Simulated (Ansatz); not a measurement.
Consider the following.

Host crystal: corundum, with a band gap (PBE, scalar-relativistic without spin-orbit coupling).

End structure of SiH3 on the 1x1 (0001) surface of corundum (cut with top plane Al), one in a 1x1 cell, started at the site 'hollow Al-O-O-O over O at depth 2.3 Å':

```xyz
24
Lattice="4.8088 0.0000 0.0000 -2.4044 4.1645 0.0000 0.0000 0.0000 27.5000" Properties=species:S:1:pos:R:3 pbc="T T T"
Al     2.4044     1.3882    10.3794
O      1.5165     2.8397    10.4714
O     -0.8131     4.0580    10.4714
O     -0.7034     1.4313    10.4714
Al     0.0000     0.0000    11.3378
Al     0.0000     2.7763    11.6260
O      0.7586     1.2920    12.6382
O     -1.6648     2.8615    12.6382
O      3.3105     0.0110    12.6382
Al     2.4052     1.3890    13.5338
Al    -0.0020    -0.0001    13.9695
O      3.8922     1.3875    14.8561
O      1.6595     2.6803    14.8563
O      1.6528     0.0902    14.8547
Al     0.0050     2.7739    15.8506
Al     2.3878     1.3746    16.1383
O      0.6965     4.1227    17.0240
O      0.7984     1.4888    17.0196
O     -1.5356     2.7152    17.0249
Al    -0.0181     0.0085    17.3216
Si    -1.7294     3.1242    19.7407
H     -0.2432     3.0824    19.7902
H     -2.2715     3.9957    20.8401
H     -2.3448     1.7704    19.8037
```

Model: 24-atom slab, 6.7 Å thick at the start under the adsorbate (thin: gaps and levels are the slab's own), 6x6x1 mesh, Fermi-Dirac 0.01 eV, dipole correction, 9 atoms held, the rest relaxed; no symmetry held; spin-polarised, ending with about 1.0 μB a cell; orders that need a larger cell were not tried, no spin-orbit, no U, no dispersion correction. At the end it is bonded to Al. In PBE it is, or lies within 0.03 eV of, the lowest of the starts that converged.

A negative adsorption energy means that the adsorbate is more stable on the surface than in its reference.

Task: Give the adsorption energy against SiH4(g) − ½ H2(g) at the level PBE (Ansatz, an electronic-structure program).

Result: 1.28 eV

Task: Predict the change of the step from the bottom to the top vacuum level, against the clean slab from PBE.

Result: -0.68 eV

Task: Predict the highest filled level below the top vacuum level from PBE.

Result: 5.47 eV

Task: What is the computed gap of the slab on its k-mesh (PBE)?

Result: 1.13 eV
